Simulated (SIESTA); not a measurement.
SIESTA run on NiAl (Pm-3m, 2 atoms in the cell): self-consistent single point.

Method: GGA PBE, numerical atomic orbitals DZP, PseudoDojo PBE standard norm-conserving potentials (rewritten from UPF to PSML) in SIESTA.

The change in words: lattice scaled by 0.98. Reference geometry:
```yaml
crystal:
  lattice:
    - [2.89000, 0.00000, 0.00000]
    - [0.00000, 2.89000, 0.00000]
    - [0.00000, 0.00000, 2.89000]
  atoms:
    - { symbol: Al, position: [0.50000, 0.50000, 0.50000] }
    - { symbol: Ni, position: [0.00000, 0.00000, 0.00000] }
```

Reference input (self-consistent single point, DFT, GGA PBE, numerical atomic orbitals DZP, PseudoDojo PBE standard norm-conserving potentials (rewritten from UPF to PSML)): XC.functional = GGA; XC.authors = PBE; potentials = PseudoDojo PBE standard; PAO.BasisSize = DZP; PAO.EnergyShift = 0.01 Ry; MeshCutoff = 350 Ry; kgrid.MonkhorstPack = 9 9 9; OccupationFunction = MP; OccupationMPOrder = 0; ElectronicTemperature = 136 meV; MaxSCFIterations = 150; SCF.Mixer.Method = Broyden. This run's input differs from it in these lines:

```diff
@@ -12,5 +12,5 @@
 %block LatticeVectors
-     5.461308500    0.000000000    0.000000000
-     0.000000000    5.461308500    0.000000000
-     0.000000000    0.000000000    5.461308500
+     5.352082330    0.000000000    0.000000000
+     0.000000000    5.352082330    0.000000000
+     0.000000000    0.000000000    5.352082330
 %endblock LatticeVectors
```

Output, abridged:

```
        iscf     Eharris(eV)        E_KS(eV)     FreeEng(eV)     dDmax    Ef(eV) dHmax(eV)
   scf:    1    -4574.416509    -4613.837643    -4613.860427  1.367117 -2.285315 26.653397
   scf:    2    -4634.859156    -4626.868114    -4626.877776  0.311801 -3.834251 10.251164
   scf:    3    -4629.507760    -4628.916844    -4628.923841  0.137541 -4.633576  1.184432
   scf:    4    -4628.799293    -4628.897713    -4628.904434  0.050517 -4.821839  1.180654
   scf:    5    -4628.967686    -4628.944113    -4628.951147  0.024108 -4.730283  0.266581
   [... 2 lines left out ...]
   scf:    8    -4628.946092    -4628.945881    -4628.952961  0.001336 -4.712885  0.064222
   scf:    9    -4628.946002    -4628.945990    -4628.953085  0.002080 -4.707996  0.000920
   scf:   10    -4628.945991    -4628.945991    -4628.953085  0.000336 -4.708315  0.000245
   scf:   11    -4628.945990    -4628.945990    -4628.953085  0.000036 -4.708376  0.000287
SCF Convergence by DM+H criterion
max |DM_out - DM_in|         :     0.0000357248
max |H_out - H_in|      (eV) :     0.0002871374
SCF cycle converged after 11 iterations

Using DM_out to compute the final energy and forces

siesta: E_KS(eV) =            -4628.9460

siesta: E_KS - E_eggbox =     -4628.9460

siesta: Atomic forces (eV/Ang):
     1    0.000000    0.000000    0.000000
     2   -0.000000   -0.000000   -0.000000
   Tot   -0.000000   -0.000000   -0.000000
   Max    0.000000
   Res    0.000000    sqrt( Sum f_i^2 / 3N )
   Max    0.000000    constrained

Stress tensor Voigt[x,y,z,yz,xz,xy] (kbar):      -96.99      -96.99      -96.99        0.00        0.00        0.00
(Free)E + p*V (eV/cell)    -4627.5778
Target enthalpy (eV/cell)    -4628.9531

siesta: Program's energy decomposition (eV):
siesta: FreeEng =     -4628.953085

   [... lines left out ...]
siesta:    -0.060535    0.000000    0.000000
siesta:     0.000000   -0.060535    0.000000
siesta:     0.000000    0.000000   -0.060535

siesta: Cell volume =         22.718087 Ang**3

siesta: Pressure (static):
siesta:                Solid            Molecule  Units
siesta:           0.00065931          0.00065931  Ry/Bohr**3
siesta:           0.06053517          0.06053517  eV/Ang**3
siesta:          96.98803782         96.98803781  kBar
```

The run converged in 11 iterations. Against the reference run the free energy rises by 15.7 meV/atom and the pressure goes from -1.90 to 9.70 GPa.

The starting cell has typed, rounded lattice constants, without a prior relaxation at this level. For this run, on top of that: lattice scaled by 0.98. Spin polarisation is off. Values carry the incompleteness of an atom-centred basis. With a pressure of about 10 GPa the cell is away from its equilibrium volume at this level.

Cost on one core of a shared machine: roughly 50 s.
